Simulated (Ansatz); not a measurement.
## Carrier doping in hypothetical P6_422 AlP

Consider AlP (space group P6_422, No. 181; a = 3.851 Å, c = 8.690 Å; a hypothetical phase, not in the database extracts checked).

Carriers are added at fixed cell with a uniform background; the Fermi–Dirac width is that of 300 K.

Level of theory: PBE/PAW in Ansatz (an electronic-structure program), no spin-orbit coupling.

Candidates:
(a) electrons 7.0×10^21 cm⁻³
(b) holes 1.0×10^22 cm⁻³
(c) holes 7.0×10^21 cm⁻³

Before the change:

- Gap between the host's bands = 0.95 eV

Order them by gap between the host's bands, lowest first.

(a) electrons 7.0×10^21 cm⁻³ (0.89 eV), (c) holes 7.0×10^21 cm⁻³ (1.11 eV), (b) holes 1.0×10^22 cm⁻³ (1.17 eV)

Carriers are added with a uniform compensating background; total energy and stress of such cells depend on the potential's zero and are not compared; many-body gap narrowing is missing at this level. No phonon test of stability was made. The base started in P3_121 and relaxed to P6_422 at this level.
